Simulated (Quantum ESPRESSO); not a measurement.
Quantum ESPRESSO run on Mg2Zn (P6_3/mmc, 6 atoms in the cell): self-consistent single point.

Method of the run: PBEsol, SSSP 1.1.2 efficiency (PBE) pseudopotentials (plane waves; Quantum ESPRESSO).

```xyz
6
Lattice="3.0882 0.0000 0.0000 -1.5441 2.6745 0.0000 0.0000 0.0000 14.5266" Properties=species:S:1:pos:R:3 pbc="T T T"
Mg     0.0000     1.7830     5.9294
Mg     1.5441     0.8915     8.5971
Mg     1.5441     0.8915    13.1927
Mg     0.0000     1.7830     1.3338
Zn     1.5441     0.8915     3.6316
Zn     0.0000     1.7830    10.8949
```

Reference input (self-consistent single point, DFT, LDA (PZ), plane waves, GBRV 1.5 ultrasoft (LDA) pseudopotentials): ecutwfc = 50 Ry; ecutrho = 250 Ry; occupations = smearing; smearing = gauss; degauss = 0.0099958 Ry; potentials = {Mg: mg_lda_v1.4.uspp.F.UPF, Zn: zn_lda_v1.uspp.F.UPF}; K_POINTS = automatic 10 10 2 0 0 0; conv_thr = 1e-10 Ry; mixing_beta = 0.7. This run's input differs from it in these lines:

```diff
@@ -14,3 +14,3 @@
   ecutwfc = 50
-  ecutrho = 250
+  ecutrho = 400
   occupations = 'smearing'
@@ -18,2 +18,3 @@
   degauss = 0.0099958
+  input_dft = 'pbesol'
 /
@@ -24,4 +25,4 @@
 ATOMIC_SPECIES
-Mg    24.3050  mg_lda_v1.4.uspp.F.UPF
-Zn    65.3800  zn_lda_v1.uspp.F.UPF
+Mg    24.3050  Mg.pbe-n-kjpaw_psl.0.3.0.UPF
+Zn    65.3800  Zn_pbe_v1.uspp.F.UPF
 ATOMIC_POSITIONS crystal
```

Output (repeated stretches shortened):

```
     Self-consistent Calculation

     iteration #  1     ecut=    50.00 Ry     beta= 0.70

     Threshold (ethr) on eigenvalues was too large:
     Diagonalizing with lowered threshold

     total energy              =   -1053.15759972 Ry
     estimated scf accuracy    <       0.14546754 Ry

     iteration #  2     ecut=    50.00 Ry     beta= 0.70

     total energy              =   -1053.15810274 Ry
     estimated scf accuracy    <       0.42505887 Ry

     iteration #  3     ecut=    50.00 Ry     beta= 0.70

     total energy              =   -1053.22714534 Ry
     estimated scf accuracy    <       0.03234855 Ry

   [... 5 blocks of this kind left out ...]

     iteration #  9     ecut=    50.00 Ry     beta= 0.70
     c_bands:  1 eigenvalues not converged
     c_bands:  1 eigenvalues not converged
     c_bands:  4 eigenvalues not converged
     c_bands:  4 eigenvalues not converged
     c_bands:  4 eigenvalues not converged
     c_bands:  5 eigenvalues not converged

     total energy              =   -1053.23579902 Ry
     estimated scf accuracy    <       0.00000002 Ry

     iteration # 10     ecut=    50.00 Ry     beta= 0.70
     End of self-consistent calculation

     the Fermi energy is     6.1611 ev

!    total energy              =   -1053.23579902 Ry
     estimated scf accuracy    <          3.3E-12 Ry
     smearing contrib. (-TS)   =      -0.00208908 Ry
     internal energy E=F+TS    =   -1053.23370994 Ry

     convergence has been achieved in  10 iterations

     Forces acting on atoms (cartesian axes, Ry/au):

     atom    1 type  1   force =    -0.00000000   -0.00000000   -0.00421403
     atom    2 type  1   force =    -0.00000000    0.00000000    0.00421403
     atom    3 type  1   force =     0.00000000    0.00000000   -0.00421403
     atom    4 type  1   force =     0.00000000    0.00000000    0.00421403
     atom    5 type  2   force =     0.00000000    0.00000000    0.00000000
     atom    6 type  2   force =    -0.00000000   -0.00000000    0.00000000

     Total force =     0.008428     Total SCF correction =     0.000001

          total   stress  (Ry/bohr**3)                   (kbar)     P=      -16.14
  -0.00008311   0.00000000  -0.00000000          -12.23        0.00       -0.00
   0.00000000  -0.00008311  -0.00000000            0.00      -12.23       -0.00
  -0.00000000  -0.00000000  -0.00016287           -0.00       -0.00      -23.96

   JOB DONE.
```

The run converged in 10 iterations. Against the reference run the pressure goes from -3.54 to -1.61 GPa and the largest force goes from 0.162 to 0.108 eV/Å. The full log also holds: “c_bands:  1 eigenvalues not converged”. The full log also holds: “c_bands:  4 eigenvalues not converged”.

The starting cell comes from a database of computed structures (which also holds hypothetical and non-ambient phases and stackings), without a prior relaxation at this level.

Cost on one core of a shared machine: roughly 70 s.
